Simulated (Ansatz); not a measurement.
**BP: response to strain**

The parent structure is BP in the zinc blende structure (space group F-43m, No. 216; a = 4.536 Å). Axes: x, y, z lie along the cube axes.

Strains are applied to the cell and any free atomic positions relax; under stress the whole cell relaxes.

Computed with Ansatz (an electronic-structure program) r2SCAN, without spin-orbit coupling, earlier PAW set.

Candidates:
(a) tensor shear ε_xy = +2.85 %
(b) uniaxial stress, 0.5 GPa compression along z
(c) uniaxial strain ε_zz = −1.31 %
(d) isotropic strain +0.93 %

Base values:

- Band gap: 1.41 eV

Q: Order them by band gap, highest first.

A: (d) isotropic strain +0.93 % (1.45 eV), (b) uniaxial stress, 0.5 GPa compression along z (1.38 eV), (c) uniaxial strain ε_zz = −1.31 % (1.18 eV), (a) tensor shear ε_xy = +2.85 % (0.79 eV)

Semilocal Kohn–Sham gaps tend to fall short of experiment. Stability under load was not tested beyond the relaxation.
